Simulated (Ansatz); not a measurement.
Results of PBE-D3(BJ) (PAW; Ansatz, a first-principles code) for L1₂ (Cu3Au-type) Ni₃Si.

Run with plane-wave cutoff 520 eV, 16×16×16 k mesh, Fermi–Dirac smearing 0.05 eV, no spin polarisation, scalar-relativistic PAW data made under PBE.

Computed points:

```csv
V (Å³/atom),E − E_lowest (meV/atom),P (GPa)
9.781,30.89,16.82
9.989,13.19,10.56
10.197,3.17,4.97
10.405,0.00,0.00
10.613,2.94,-4.44
10.821,11.32,-8.39
11.029,24.54,-11.89
```

What bulk modulus B0 and pressure derivative B′ does a third-order Birch–Murnaghan fit give?

V0 = 10.405 Å³/atom, B0 = 235 GPa, B′ = 4.8 (fit to the energies at full precision).

Measured, for comparison: equilibrium volume per atom 10.81 Å³/atom (temperature not stated, not corrected to a static lattice; as tabulated in Metallic Nickel Silicides: Experiments and Theory for NiSi and First Principles …). Computed (rounded) less measured: equilibrium volume per atom -3.8 %.

Computed values are for the static lattice.
